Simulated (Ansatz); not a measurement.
## Cd: energy against strain

Cd (hcp, P6_3/mmc, 20.956 Å³/atom at rest, c along z) under an equal strain ε in the (0001) plane with the normal axis free, as in a coherent film. PBEsol in Ansatz, a plane-wave DFT program (PAW, default set), 420 eV, 22×22×11 Γ-centred mesh, Fermi-Dirac smearing 0.10 eV; ions are relaxed within the symmetry of each cell.

Here s stands for strain and y for E less E0.

```
strain (%)  E less E0 (meV/atom)
----------  --------------------
-3.00                          ?
-1.50                       4.01
-1.00                       1.68
-0.50                       0.35
0.00                        0.00
0.50                        0.53
1.00                        1.82
1.50                        3.70
```

Fit y of the 7 rows that show it with a parabola. Least squares gives y = 0.017 - 0.0336·s + 1.7100·s². Residuals (row less fit): 0.095, -0.081, -0.111, -0.017, 0.102, 0.127, -0.114; standard error 0.130 (degrees of freedom: 4). Twice the quadratic coefficient over the volume, 2 × 1.7100 meV × 10⁴ × 0.1602 / 20.956 Å³, is twice the biaxial elastic modulus of this plane = 261 ± 9 GPa.

Question: What does the fit predict for y at s = -3.00, and how far is the calculated value from it?

Answer: y = 0.017 - 0.0336 × (-3.0) + 1.7100 × (-3.0)² = 15.508 meV/atom. The calculation gives 15.82 meV/atom, 0.312 meV/atom above the prediction (2.0 % of the range of y in the table). The row lies outside the fitted rows, so this is an extrapolation. From the scatter of the fitted rows alone, a prediction at this place has a standard error of 0.498 meV/atom, so the miss is 0.6 times that.

One order more doesn't follow all runs of the series either: the slope changes along it. In a metal these values are sensitive to mesh and smearing; energies are taken to zero smearing, stresses follow the free energy. Rows are the converged runs of the series near zero and its far end; series whose fitted rows scatter by over a few per cent of the range, as at a crossing or softening among them, aren't shown in this form. Most that stay on the fit to the last digits aren't either.
